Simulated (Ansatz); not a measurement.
The starting structures come from a database of crystals and need not be the phases stable at ambient conditions.

 Where the default PAW files enter, the runs use the earlier of Ansatz's two default sets.

**Evanescent states of K₂Pb(SO₄)₂ (R-3m, not sure to be the ambient phase, 13 atoms a cell, 14.2 Å³ an atom, -3 GPa at this level) along the normal of (101)**

Computed with r2SCAN (plane waves, PAW; Ansatz, a program for electronic structure).

The gap is the functional's own, uncorrected, and κ follows it; spin-orbit coupling is left out. Mid-gap values are interpolated between the computed energies.

Energies count from the valence-band top; κ is the least over a 6×4 mesh across the current.

```csv
E (eV),κ (1/Å),where
0.12,0.236,off Γ
0.36,0.360,off Γ
0.60,0.398,Γ
0.84,0.419,Γ
1.08,0.434,off Γ
1.32,[?],off Γ
1.56,[?],off Γ
1.80,[?],off Γ
2.04,[?],off Γ
2.28,[?],off Γ
2.52,[?],off Γ
2.76,[?],off Γ
3.00,0.434,off Γ
3.24,[?],off Γ
3.48,[?],off Γ
3.72,[?],off Γ
3.96,0.374,off Γ
4.20,0.350,off Γ
4.44,0.322,off Γ
4.68,0.267,off Γ
4.92,0.182,off Γ
```

Question: Some entries are withheld; supply them.

Answer: 
- 1.32, κ (1/Å): 0.444
- 1.56, κ (1/Å): 0.451
- 1.80, κ (1/Å): 0.454
- 2.04, κ (1/Å): 0.454
- 2.28, κ (1/Å): 0.453
- 2.52, κ (1/Å): 0.449
- 2.76, κ (1/Å): 0.442
- 3.24, κ (1/Å): 0.423
- 3.48, κ (1/Å): 0.409
- 3.72, κ (1/Å): 0.393
